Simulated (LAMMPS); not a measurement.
MD of HgSe (zinc blende) at zero pressure, 4096 atoms, as a liquid; each row is its own run.

Method: classical MD, pair style sw, file CdTeZnSeHgS0.sw (LAMMPS).

```
T (K)  D(Hg) (cm²/s)
-----  -------------
840          1.10e-5
940          1.87e-5
1050         2.85e-5
1160         3.89e-5
1310         5.41e-5
1470         8.35e-5
1680        0.000118
```

Task: Fit an Arrhenius law, ln y = a + b / x, to these rows (x is the first column, y the second) and predict the run at x = 1360.

Result: Least squares gives a = -6.7524 and b = -3916. The slope times kB gives an activation energy of 0.34 eV. At x = 1360 the fit predicts 6.56e-5 cm²/s. The run itself gave (6.73 ± 0.07) × 10^-5 cm²/s, so the fit is 2.5 % low.

Caution: a run this short can hold a crystal over, or a liquid under, the potential's own melting point, which these runs don't give.

Caution: the real compound melts congruently only under the pressure of its own vapour and loses its more volatile element when open.

Errors of D are the spread over four groups of atoms in one short run; a floor of about 5 %, a picked value, is safer.
